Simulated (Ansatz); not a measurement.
Base system: AlN in the zinc blende structure (space group F-43m, No. 216).

```
CELL_PARAMETERS angstrom
      0.00000     2.18887     2.18887
      2.18887     0.00000     2.18887
      2.18887     2.18887     0.00000
ATOMIC_POSITIONS crystal
  Al 0.00000 0.00000 0.00000
  N  0.25000 0.25000 0.25000
```

Method: PBEsol (Ansatz, a program for electronic structure), without spin-orbit coupling.

Strains are applied to the cell and any free atomic positions relax.

One change was made to it. Results:

| quantity | base | after |
|---|---|---|
| energy relative to the base (free energy F) | 0 meV/atom | +14 meV/atom |
| pressure | -0.01 GPa | 9.91 GPa |

### Question
Which of these changes matches the shifts?
A. isotropic strain +3.00 %
B. isotropic strain −1.50 %
C. isotropic strain −3.00 %
D. isotropic strain +2.50 %
E. isotropic strain +2.00 %

### Answer
B, isotropic strain −1.50 %. For comparison, the energy relative to the base in the other runs: isotropic strain +3.00 % gives +49 meV/atom; isotropic strain −3.00 % gives +58 meV/atom; isotropic strain +2.00 % gives +22 meV/atom; isotropic strain +2.50 % gives +34 meV/atom.

No phonon test of stability was made. This is not the structure that AlN has at room temperature and ambient pressure.
